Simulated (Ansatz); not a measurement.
**Ta, pressure series**

Start from Ta in the bcc (W type) structure (space group Im-3m, No. 229).

```
CELL_PARAMETERS angstrom
     -1.65242     1.65242     1.65242
      1.65242    -1.65242     1.65242
      1.65242     1.65242    -1.65242
ATOMIC_POSITIONS crystal
  Ta 0.00000 0.00000 0.00000
```

Cell and atoms are relaxed at each pressure.

All numbers come from DFT with r2SCAN, PAW potentials and a 500 eV plane-wave cutoff in Ansatz (a quantum-chemistry and plane-wave program), scalar-relativistic without spin-orbit coupling.

```csv
P (GPa),V (Å³/atom)
-2.00,18.229
-1.00,18.137
1.80,17.892
4.20,17.695
8.99,17.328
17.99,16.721
29.99,16.035
44.99,15.316
59.99,14.707
```

Problem. Fit a third-order Birch–Murnaghan equation of state.

Solution. Least squares on P(V) = (3B₀/2)[(V₀/V)^(7/3) − (V₀/V)^(5/3)]·[1 + (3/4)(B₀′ − 4)((V₀/V)^(2/3) − 1)] gives V₀ = 18.05 Å³/atom, B₀ = 207 GPa and B₀′ = 3.5.

Measured bulk modulus of Ta: 198 GPa (static lattice; corrected from measurement; as listed in H. Levämäki et al., Physical Review B (2014)); the computed value is 4 % above it.

Load acts through the strain it causes; cell and atoms are relaxed under it. Whether these cells are dynamically stable was not tested. No other phases were tried under pressure. The final runs are not spin-polarised.
